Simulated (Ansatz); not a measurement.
Results of PBEsol+SOC (Ansatz, a quantum-chemistry and plane-wave program, plane waves, PAW) for CdGaNO (model structure, started from the AlSiCN type, P3m1, No. 156, 4 atoms in the cell).

The input as run:

Ansatz 0.2 input:
```yaml
crystal:
  lattice:
    - [3.2811398136, 0.0, 0.0]
    - [-1.6405699068, 2.8415504319, 0.0]
    - [0.0, 0.0, 5.6834683684]
  atoms:
    - { symbol: Ga, position: [0.3333333333, 0.6666666667, 0.5021244934] }
    - { symbol: Cd, position: [0.6666666667, 0.3333333333, 0.9797598596] }
    - { symbol: O, position: [0.3333333333, 0.6666666667, 0.1708478775] }
    - { symbol: N, position: [0.6666666667, 0.3333333333, 0.5972577695] }
basis:
  ecutwfc: 520
  ecutrho_ratio: 4
  xc_grid: 2
kpoints:
  mp_grid: { grid: [18, 18, 10] }
hamiltonian:
  xc: pbesol
  dispersion: none
  pseudopotentials: { kind: paw }
scf:
  occupations: { method: fermi_dirac, width: 0.05 }
  convergence: { dr2_threshold: 0.0000000004 }
output:
  forces: true
  stress: true
  eigenvalues: true
magnetization:
  noncollinear: true
  spin_orbit: true
```

From the output:

```
Crystal: 4 atoms, lattice volume = 52.990 Å³
Basis set: ecut = 520 eV, 1377 PW (Γ), exchange–correlation on 50×50×90 points (8 copies of the dense FFT grid, shifted against one another)
Bands: 54, of which v1, the nominal top of the filled ones, is band 44 counted from 1 (43 counted from 0)
Symmetry: 6 space group operations + 6 with time reversal
k-points: 330 of 3240 (time reversal used)
Initial density: superposition of atomic densities (chi_scale 0.1, normalization cell, long waves kept (reshape's long-wave potential 0.29 eV rms))
Functional: x = pbesol(κ = 0.804, μ = 0.12345679012345678), c = pbesol(β = 0.046)
spin=Noncollinear: Resta preconditioning applied to the charge; magnetization (m_x, m_y, m_z) channels mix plain (no charge-response kernel on spin).
SCF 1 converged in 14 iterations: F = -12869.877585 eV  dr2 = 1.55e-11
SCF converged after 14 iterations
Free energy (F): -12869.877585 eV
Internal energy: -12869.877573 eV  (E = F + TS)
E sigma→0 (E₀):  -12869.877579 eV
Fermi energy:    10.117689 eV
--- Forces (eV/Å), atoms counted from 1 ---
  atom   1  Ga    -0.00000000    -0.00000000     0.00490669
  atom   2  Cd     0.00000000    -0.00000000    -0.00318369
  atom   3  O      0.00000000     0.00000000    -0.00644153
  atom   4  N      0.00000000     0.00000000     0.00471931
--- Stress (GPa, compression-positive) ---
       -0.055403       0.000000       0.000000
        0.000000      -0.055403       0.000000
        0.000000      -0.000000      -0.065363
  P = ⅓ Tr σ = -0.0587 GPa (-0.587 kbar)
```

The PAW data were made under PBE.

Note: the relaxation could raise the start's symmetry but not lower it, so the cell can be a saddle point.

A model structure was made by putting elements into a prototype or built by hand; it is no filed structure, need not be a known phase, and can be a saddle point held by its symmetry.
